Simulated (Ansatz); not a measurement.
Response to strain in MgO

Base system: MgO in the rock salt structure (space group Fm-3m, No. 225).

```yaml
crystal:
  lattice:
    - [0.00000, 2.10221, 2.10221]
    - [2.10221, 0.00000, 2.10221]
    - [2.10221, 2.10221, 0.00000]
  atoms:
    - { symbol: Mg, position: [0.00000, 0.00000, 0.00000] }
    - { symbol: O, position: [0.50000, 0.50000, 0.50000] }
```

Cartesian axes are those of the cell as printed.

Strains are applied to the cell and any free atomic positions relax.

Calculations: r2SCAN (Ansatz, a first-principles code; PAW; 500 eV plane waves; no spin-orbit coupling).

| uniaxial strain ε_zz (%) | band gap (eV) |
|---|---|
| 0 | 5.68 |
| 0.5 | 5.63 |
| 1 | ? |
| 1.5 | 5.51 |
| 2 | 5.45 |
| 2.5 | 5.40 |
| 3 | 5.34 |

### Question
Fit E_g = E₀ + Dε (ε in %) to the rows shown and predict the withheld row.

### Answer
Least squares on the printed values gives E₀ = 5.68 eV, D = -114 meV per % of strain (largest residual 0.00 eV); this predicts 5.57 eV, and the run gives 5.57 eV, in agreement.

Stability against distortions was not tested.
